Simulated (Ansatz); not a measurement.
Consider CsCaBr$_{3}$ in the cubic perovskite structure (space group Pm-3m, No. 221; a = 5.640 Å; a cell from a computed database, its experimental status unchecked). Axes: x, y, z lie along the cube axes.

Perturbation: tensile biaxial strain of 2.69 % in the plane normal to [001], as in epitaxy on a mismatched substrate; the out-of-plane cell vector and the atoms relax.

Levels (all Ansatz, a quantum-chemistry and plane-wave program, PAW): PBEsol (420 eV, without spin-orbit coupling); r2SCAN (500 eV, no spin-orbit coupling).

The geometry is relaxed with PBEsol.

- PBEsol gap character = indirect, A → Γ
- PBEsol lowest conduction level above the VBM at special points = Γ 4.26 eV; X 4.80 eV; Z 4.85 eV; M 5.72 eV
- PBEsol smallest direct gap = 4.52 eV

Task: What does r2SCAN give at this geometry for the gap character, lowest conduction level above the VBM at special points and smallest direct gap?

Result: The gap character is still indirect, A → Γ; the lowest conduction level above the VBM at special points goes from Γ 4.26 eV; X 4.80 eV; Z 4.85 eV; M 5.72 eV to Γ 5.15 eV; X 5.46 eV; Z 5.51 eV; M 6.37 eV; the smallest direct gap rises by 0.90 eV (4.52 eV → 5.42 eV).

Single points use the geometry relaxed with PBEsol. Whether these cells are dynamically stable was not tested. Many cubic perovskites are stable only at high temperature; tilts and polar distortions were not tested. k-point labels follow each cell's own Brillouin zone.
